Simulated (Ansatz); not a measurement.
**Electron-phonon data for LuP (Fm-3m)**

Here is the system:

```yaml
crystal:
  lattice:
    - [0.00000, 2.72339, 2.72339]
    - [2.72339, 0.00000, 2.72339]
    - [2.72339, 2.72339, 0.00000]
  atoms:
    - { symbol: Lu, position: [0.00000, 0.00000, 0.00000] }
    - { symbol: P, position: [0.50000, 0.50000, 0.50000] }
```

Method: PBEsol, DFPT electron-phonon coupling, linearised Boltzmann equation (plane waves, PAW, scalar-relativistic; Ansatz, a quantum-chemistry and plane-wave program). Geometry: relaxed with this functional, without spin-orbit coupling.

The resistivity at 300 K comes out as 14.3 μΩ·cm and the resistivity at 77 K is 0.99 μΩ·cm. The electron mean free path at 300 K (weighted by the current that each state carries) is 31 nm and the electron-phonon coupling λ is 0.117. The transport coupling λ_tr is 0.127 and the logarithmic mean phonon energy is 26 meV. The density of states at the Fermi level is 0.118 states/(eV·spin·cell). The Tc for μ* = 0.10 (anisotropic Eliashberg) comes out as below 1 K and the Tc for μ* = 0.13 (anisotropic Eliashberg) comes out as below 1 K.

A metal at this level (no band gap). Only scattering by harmonic phonons is included (no impurities, grain boundaries, electron-electron scattering or thermal expansion). Spin-orbit coupling is left out, which matters with elements this heavy. The run warned that the eigensolver left some states short of its tolerance. Halving the electron mesh (28x28x28) moves the resistivity by up to 8 % at 300 K, the mean free path by up to 3 %, the coupling by up to 3 %. Smearing 0.20 eV; phonons on a 4x4x4 q mesh, which this run doesn't test and which matters most at low temperature. Tc comes from the anisotropic Migdal-Eliashberg equations with μ*, a chosen number, referred to 31 meV.

Computed structure, not matched to a measured one here, so possibly hypothetical: LuP (Fm-3m).
